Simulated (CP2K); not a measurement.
Band structure of AlGaN₂ (P3m1, 4 atoms in the cell).

```
CELL_PARAMETERS angstrom
      3.09527     0.00000     0.00000
     -1.54764     2.68058     0.00000
      0.00000     0.00000     5.01585
ATOMIC_POSITIONS crystal
  Al 0.00000 0.00000 0.99926
  Ga 0.66667 0.33333 0.49717
  N  0.66667 0.33333 0.11180
  N  0.00000 0.00000 0.62816
```

Method: CP2K 2026.2 with PBEsol, GPW, DZVP-MOLOPT-SR-GTH basis, GTH-PBE potentials (GTH_POTENTIALS).

Settings: CUTOFF = 600 Ry; REL_CUTOFF = 60 Ry; KPOINTS/SCHEME = MACDONALD 8 8 5 0.0625 0.0625 0; XC_FUNCTIONAL = PBE:PBESOL; Al/BASIS_SET = DZVP-MOLOPT-SR-GTH-q3; Al/POTENTIAL = GTH-PBE-q3; Ga/BASIS_SET = DZVP-MOLOPT-SR-GTH-q13; Ga/POTENTIAL = GTH-PBE-q13; N/BASIS_SET = DZVP-MOLOPT-SR-GTH-q5; N/POTENTIAL = GTH-PBE-q5; METHOD = GPW; EPS_DEFAULT = 1e-10; EXTRAPOLATION = USE_GUESS; NGRIDS = 5.

The starting cell comes from a database of computed structures (which also holds hypothetical and non-ambient phases and stackings), without a prior relaxation at this level. Its lattice was rescaled by a random factor within 2.5 % of one. Values carry the incompleteness of an atom-centred basis. The potentials were made for another functional than the one used.

**Question.** Predict the gap along the standard path and the places of the band edges.

**Answer.** The gap along the path is 3.15 eV, direct at Γ to within 0.01 eV.

Levels in eV from the top of the valence band on the SCF mesh, bands 10 to 14:
```tsv
point	10	11	12	13	14
Γ	-1.23	-0.15	0.00	0.00	3.15
M	-4.15	-2.67	-2.31	-0.95	5.22
K	-4.22	-3.16	-2.87	-2.84	4.94
A	-1.02	-1.02	-0.22	-0.22	5.17
L	-2.14	-2.02	-1.76	-1.53	4.51
H	-4.58	-4.28	-1.43	-1.20	6.83
```

Higher empty bands are left out: an atom-centred basis made for the valence describes them poorly.
